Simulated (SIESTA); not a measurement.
## Several settings converged on HgTe (Cm, 4 atoms in the cell)

```yaml
crystal:
  lattice:
    - [2.98354, -3.45653, 0.00000]
    - [2.98354, 3.45653, 0.00000]
    - [0.00000, 0.00000, 5.78077]
  atoms:
    - { symbol: Hg, position: [0.34305, 0.65695, 0.75865] }
    - { symbol: Hg, position: [0.65695, 0.34305, 0.25000] }
    - { symbol: Te, position: [0.78481, 0.21519, 0.75000] }
    - { symbol: Te, position: [0.21519, 0.78481, 0.25000] }
```

Base method: GGA PBEsol, numerical atomic orbitals TZP, PseudoDojo PBEsol standard norm-conserving potentials (rewritten from UPF to PSML) (SIESTA 5.4.2).

Base settings: XC.functional = GGA; XC.authors = PBEsol; potentials = PseudoDojo PBEsol standard; PAO.BasisSize = TZP; PAO.EnergyShift = 0.01 Ry; MeshCutoff = 300 Ry; kgrid.MonkhorstPack = 3 3 2; OccupationFunction = MP; OccupationMPOrder = 0; ElectronicTemperature = 0.1 eV.

**The cutoff of the real-space grid**

The second cell is the first with its lattice scaled by 0.98.

The mesh stays at the base's, so the ladder's end is converged at best in this setting alone.

Only quantities that move along the ladder and can be compared are tabulated.

| MeshCutoff | free energy less the last step's (meV/atom) | energy of the compressed cell less the first (meV/atom) | pressure (GPa) | largest difference of a force vector from the last step's (eV/Å) |
|---|---|---|---|---|
| 105 Ry (107 Ry used) | -46.16 | -56.50 | -6.71 | 0.019 |
| 135 Ry (139 Ry used) | -23.55 | -64.63 | -6.92 | 0.020 |
| 165 Ry (176 Ry used) | -14.39 | -59.69 | -7.03 | 0.016 |
| 210 Ry (217 Ry used) | -8.04 | -61.06 | -7.04 | 0.024 |
| 270 Ry (298 Ry used) | -3.27 | -60.53 | -7.09 | 0.006 |
| 300 Ry (312 Ry used) | -2.88 | -60.92 | -7.09 | 0.005 |
| 720 Ry (762 Ry used) | 0.00 | -61.05 | -7.13 | 0.000 |

Coarsest MeshCutoff that holds the pressure within 0.05 GPa: not settled: the last two steps still differ by 0.04 GPa, over half the tolerance, so the ladder does not show it.

Coarsest MeshCutoff that holds the free energy within 5 meV/atom: not settled: the last two steps still differ by 2.9 meV/atom, over half the tolerance, so the ladder does not show it.

**The setting basis size**

Level: DFT, GGA PBEsol, numerical atomic orbitals TZDP, PseudoDojo PBEsol standard norm-conserving potentials (rewritten from UPF to PSML).

Moved along: PAO.BasisSize.

The second cell is the first with its lattice scaled by 0.98.

The mesh stays at the base's, so the ladder's end is converged at best in this setting alone.

The sets are ordered by size and need not be nested.

Only quantities that move along the ladder and can be compared are tabulated.

| basis (functions) | energy of the compressed cell less the first (meV/atom) | pressure (GPa) | largest difference of a force vector from the last step's (eV/Å) |
|---|---|---|---|
| SZ (38) | -167.53 | -16.86 | 2.167 |
| SZP (54) | -232.92 | -23.01 | 1.246 |
| DZ (58) | -48.92 | -5.71 | 0.472 |
| DZP (74) | -59.42 | -6.99 | 0.073 |
| TZP (94) | -60.92 | -7.09 | 0.039 |
| TZDP (110) | -58.14 | -6.77 | 0.000 |

Coarsest basis (functions) that holds the forces within 0.02 eV/Å: not settled: the last two steps still differ by 0.039 eV/Å, over half the tolerance, so the ladder does not show it.

Coarsest basis (functions) that holds the pressure within 0.5 GPa: not settled: the last two steps still differ by 0.32 GPa, over half the tolerance, so the ladder does not show it.

Coarsest basis (functions) that holds the energy of the compressed cell less the first within 2 meV/atom: not settled: the last two steps still differ by 2.8 meV/atom, over half the tolerance, so the ladder does not show it.

On the base run: the starting cell comes from a database of computed structures (which also holds hypothetical and non-ambient phases and stackings), without a prior relaxation at this level. Its lattice was rescaled by up to half a per cent. One atom was moved a little off its site on purpose. Values carry the incompleteness of an atom-centred basis. In the base run, with a pressure of about -7 GPa the cell is away from its equilibrium volume at this level. The run gives no clean gap (levels at the Fermi energy touch, overlap or are partly filled at this smearing), which alone does not show that the compound is a metal. Without a gap this mesh is coarse (it stands for a supercell whose shortest vector is 12 Å).
